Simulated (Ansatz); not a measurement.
Take CuI in the zinc blende structure (space group F-43m, No. 216; a = 5.8619 Å) as the base.

Level of theory: LDA (Ansatz, a quantum-chemistry and plane-wave program; PAW; 420 eV plane waves; no spin-orbit coupling).

Strains are applied to the cell and any free atomic positions relax.

One change was made to it. Results:

```tsv
quantity	base	after
electron mass	0.14 mₑ (at Γ)	0.13 mₑ (at Γ)
energy relative to the base (free energy F)	0 meV/atom	+23 meV/atom
hole mass (degenerate bands, along [100])	0.18, 0.57, 0.57 mₑ (at Γ)	0.18, 0.68, 0.68 mₑ (at Γ)
band gap	1.22 eV	1.01 eV
```

Which change produced these results?
A. isotropic strain +1.00 %
B. isotropic strain +1.50 %
C. isotropic strain +2.50 %

C, isotropic strain +2.50 %. For comparison, the band gap in the other runs: isotropic strain +1.00 % gives 1.13 eV; isotropic strain +1.50 % gives 1.09 eV.

With I present, leaving out spin-orbit coupling can change the band edges. Masses are band curvatures over ±0.01 Å⁻¹ around the edge. Whether these cells are dynamically stable was not tested. All final runs are without spin polarisation.
